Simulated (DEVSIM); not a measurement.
Structure: illuminated Si n-on-p cell, one wavelength, at 300 K.

```tsv
layer (left to right)	material	thickness (μm)	Nd (cm⁻³)	Na (cm⁻³)	τn (s)	τp (s)	absorption coefficient (cm⁻¹)
1	Si	0.430	1.3e18	-	7.7e-6	1.4e-5	29000
2	Si	50.0	-	5.8e16	2.4e-5	2.4e-5	29000
```

Left contact: ohmic, minority hole recombination velocity 30000 cm/s. Right contact: ohmic, minority electron recombination velocity 1e5 cm/s. Voltage is applied to the left contact. Recombination: SRH at mid-gap, radiative, Auger. Light enters at the left, 8.9e17 photons cm⁻² s⁻¹, one pass, no reflection. Mobility is constant in doping.

The device is made up for the run: typed textbook-type constants, with dimensions and the other settings drawn at random. Values at 300 K.

```csv
parameter,Si
gap (eV),1.124
affinity (eV),4.05
permittivity,11.7
Nc (cm⁻³),2.86e19
Nv (cm⁻³),3.1e19
μn (cm²/Vs),1417
μp (cm²/Vs),470
B (cm³/s),4.7e-15
Cn (cm⁶/s),2.8e-31
Cp (cm⁶/s),9.9e-32
```

Model (solved in DEVSIM): 1D drift-diffusion, Boltzmann statistics, complete ionisation; no tunnelling, impact ionisation, image-force lowering or self-heating.

The thickness of layer 2 was swept, all else fixed.

```csv
thickness of layer 2 (μm),largest power (mW/cm²),dark forward voltage at 1 A/cm² (V),dark forward voltage at 100 A/cm² (V),open-circuit voltage (V)
10,68.1,0.657,0.781,0.606
18,69.8,0.669,0.795,0.617
30,71.2,(withheld),(withheld),(withheld)
50,72.7,0.690,0.828,0.638
85,74.0,0.700,0.850,0.648
150,75.3,0.711,0.889,0.657
250,76.0,0.719,0.943,0.664
```

Problem. Fill in the missing entries.

Solution. 
- 30, dark forward voltage at 1 A/cm² (V): 0.679
- 30, dark forward voltage at 100 A/cm² (V): 0.809
- 30, open-circuit voltage (V): 0.628
